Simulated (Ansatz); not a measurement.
**Quick settings and what they miss: the (001) slab of PbO2 (cut from a parent of space group no. 136; 12 atoms in the cell)**

Self-consistent single point.

```
PbO2
1.0
    4.89606     0.00000     0.00000
    0.00000     4.89606     0.00000
    0.00000     0.00000    17.11350
Pb O
4 8
Cartesian
  0.00000   0.00000   7.70450
  2.44803   2.44803   5.99999
  0.00000   0.00000  11.11340
  2.44803   2.44803   9.40900
  1.50520   1.50520   7.70450
  3.39086   3.39086   7.70450
  0.94283   3.95323   5.99999
  3.95323   0.94283   5.99999
  1.50520   1.50520  11.11340
  3.39086   3.39086  11.11351
  0.94283   3.95323   9.40900
  3.95323   0.94283   9.40900
```

Method: PBEsol, PAW files made with PBE (plane waves; Ansatz, an electronic-structure program).

Base settings: basis.ecutwfc = 420 eV; kpoints.mp_grid.grid = 6 6 1; hamiltonian.xc = pbesol; hamiltonian.pseudopotentials = {kind: paw} (the program's default PAW files); scf.occupations.method = fermi_dirac; scf.occupations.width = 0.1 eV; efield.axis = 3; efield.dipole_correction = true.

Tight run (finer mesh or higher cutoff; not a proven limit): basis.ecutwfc: 420 eV → 590 eV; kpoints.mp_grid.grid: 6 6 1 → 9 9 1; scf.convergence.dr2_threshold: default (1e-07 eV) → 1e-09 eV. It gave Fermi level (on the code's own zero) -0.13 eV; largest force (vector length) 1.378 eV/Å.

Quick runs, as changes from the base:
- A: the base itself
- B: basis.ecutwfc: 420 eV → 210 eV; kpoints.mp_grid.grid: 6 6 1 → 8 8 1
- C: basis.ecutwfc: 420 eV → 335 eV; kpoints.mp_grid.grid: 6 6 1 → 2 2 1; hamiltonian.xc: pbesol → lda; scf.occupations.method: fermi_dirac → cold; scf.occupations.width: 0.1 eV → 0.5 eV; scf.convergence.dr2_threshold: default (1e-07 eV) → 0.001 eV [LDA (PW92)]
- D: basis.ecutwfc: 420 eV → 250 eV; kpoints.mp_grid.grid: 6 6 1 → 1 1 1; scf.occupations.method: fermi_dirac → gaussian; scf.occupations.width: 0.1 eV → 0.136 eV
- E: basis.ecutwfc: 420 eV → 335 eV
- F: kpoints.mp_grid.grid: 6 6 1 → 4 4 1; scf.occupations.method: fermi_dirac → cold; scf.occupations.width: 0.1 eV → 0.272 eV

Energies are extrapolated to zero smearing width, which holds to low order in the width alone.

Dashes: energy of C, another energy zero.

† marks runs with another functional, U, potentials or spin treatment: their distance from the tight run is not a convergence error alone.

The count of work is k-points × plane waves × bands × iterations; it is no time. 

The starting cell comes from a database of computed structures (which also holds hypothetical and non-ambient phases and stackings), without a prior relaxation at this level. The slab is cut from that crystal, and its faces are unrelaxed. Its lattice was rescaled in the plane by a random factor within 2.5 % of one. Spin polarisation is off, though cut faces can carry moments; the slab shows no gap. In the base run, forces exceed 1 eV/Å.

| run | energy less tight (meV/atom) | largest miss in a force vector (eV/Å) | count of work / tight |
|---|---|---|---|
| A | 3.4 | 0.013 | 0.25 |
| B | 3840.9 | 0.375 | 0.14 |
| C† | – | 0.343 | 0.038 |
| D | 1342.4 | 0.996 | 0.012 |
| E | 74.9 | 0.014 | 0.18 |
| F | 2.0 | 0.106 | 0.15 |

Among the runs at the tight run's level, the energy misses run from 2.0 to 3840.9 meV/atom.

Keys are those of Ansatz 0.2.
